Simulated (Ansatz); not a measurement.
## AlAs under a change: Al → P

Consider AlAs in the zinc blende structure (space group F-43m, No. 216; a = 5.674 Å).

One thing is altered: every Al is replaced by P; the structure is relaxed again.

All numbers come from Kohn–Sham DFT with the PBEsol functional, run in Ansatz (a quantum-chemistry and plane-wave program) with PAW and 420 eV plane waves, no spin-orbit coupling, earlier PAW set. k-mesh 14×14×14 (Γ-centred); smearing 0.05 eV (Fermi–Dirac), for the changed cell.

| quantity | base | changed | shift |
|---|---|---|---|
| density | 3.70 g/cm³ | 3.68 g/cm³ | -0.025 g/cm³ |
| lattice parameter a | 5.674 Å | 5.761 Å | +0.0863 Å |
| space group | F-43m (No. 216) | F-43m (No. 216) | – |
| shortest interatomic distance | 2.457 Å | 2.494 Å | +0.037 Å |
| band gap | 1.34 eV | zero | – |

Stability against distortions was not tested. As relaxed here, AsP is a hypothetical phase, not in the database extracts checked. The final runs are not spin-polarised.
